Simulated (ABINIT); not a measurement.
Troubleshooting ABINIT: a failed run on VW (Cmmm, 2 atoms in the cell). The aim is a self-consistent single point with DFT, LDA (PW92), plane waves, PAW (JTH v2.0 LDA PAW).

Cell that was meant: a = 2.6756 Å, b = 2.6756 Å, c = 4.2261 Å, α = 90.00°, β = 90.00°, γ = 110.31°.

Part of the input:

```
# VW, JTH v2.0 LDA PAW
pp_dirpath "./"
pseudos "V.LDA_PW-JTH.xml, W.LDA_PW-JTH.xml"
acell 2.6755889657 2.6755889657 4.2261230000
rprim
         0.5713388789   -0.8207142532    0.0000000000
         0.5713388789    0.8207142532    0.0000000000
```

The program printed (abridged):

```
        | Radius of the compensation sphere around atom   2 is:   2.10355
        | This leads to a (voluminal) overlap ratio of 18.8849 %
    THIS IS DANGEROUS, as PAW formalism assumes non-overlapping compensation densities.
...

--- !ERROR
src_file: m_paw_tools.F90
src_line: 248
mpi_rank: 0
message: |
    Action: 1- decrease cutoff radius of PAW dataset
        OR  2- ajust "pawovlp" input variable to allow overlap (risky)
...

 abinit_abort: decision taken to exit. Check above messages for more info
Abort(13) on node 0 (rank 0 in comm 0): application called MPI_Abort(MPI_COMM_WORLD, 13) - process 0

--- !ERROR
src_file: m_paw_tools.F90
src_line: 233
mpi_rank: 0
message: |
    PAW SPHERES ARE OVERLAPPING!
       There are    32 pairs of overlapping atoms.
       The maximum overlap percentage is obtained for the atoms   1 and   2.
        | Distance between atoms   1 and   2 is  :   2.60804
        | PAW radius of the sphere around atom   1 is:   2.21063
        | PAW radius of the sphere around atom   2 is:   2.41189
        | This leads to a (voluminal) overlap ratio of 27.7192 %
    THIS IS DANGEROUS, as PAW formalism assumes non-overlapping PAW spheres.
...

--- !ERROR
src_file: m_paw_tools.F90
src_line: 233
mpi_rank: 0
message: |
    PAW COMPENSATION DENSITIES ARE OVERLAPPING !
       There are    20 pairs of overlapping atoms.
       The maximum overlap percentage is obtained for the atoms   1 and   2.
        | Distance between atoms   1 and   2 is  :   2.60804
        | Radius of the compensation sphere around atom   1 is:   2.01139
        | Radius of the compensation sphere around atom   2 is:   2.10355
        | This leads to a (voluminal) overlap ratio of 18.8849 %
    THIS IS DANGEROUS, as PAW formalism assumes non-overlapping compensation densities.
...

--- !ERROR
src_file: m_paw_tools.F90
src_line: 248
mpi_rank: 0
message: |
    Action: 1- decrease cutoff radius of PAW dataset
        OR  2- ajust "pawovlp" input variable to allow overlap (risky)
...
```

Q: From the messages shown, name the fault and mend the input.

A: The fault is this: cell in Angstrom typed without its unit, so read as bohr; here the program stops on it instead of giving results. To fix it, give the lengths in the unit that the key or card expects. The program stopped before any SCF iteration.

An input that runs soundly differs in these lines (not the only fix; some lines may just follow from the change or write a value another way):
```diff
-acell 2.6755889657 2.6755889657 4.2261230000
+acell 2.6755889657 2.6755889657 4.2261230000 Angstrom
```

With that input, the run converged in 21 iterations: free energy E − TS -3850.72 eV; Fermi level (on the code's own zero) 9.91 eV; pressure -3.06 GPa (DFT, LDA (PW92), plane waves, PAW (JTH v2.0 LDA PAW)).

On the sound input: the starting cell comes from a database of computed structures (which also holds hypothetical and non-ambient phases and stackings), without a prior relaxation at this level. Its lattice was rescaled by a random factor within 2.5 % of one. Spin polarisation is off. With a pressure of about -3 GPa the cell is away from its equilibrium volume at this level.
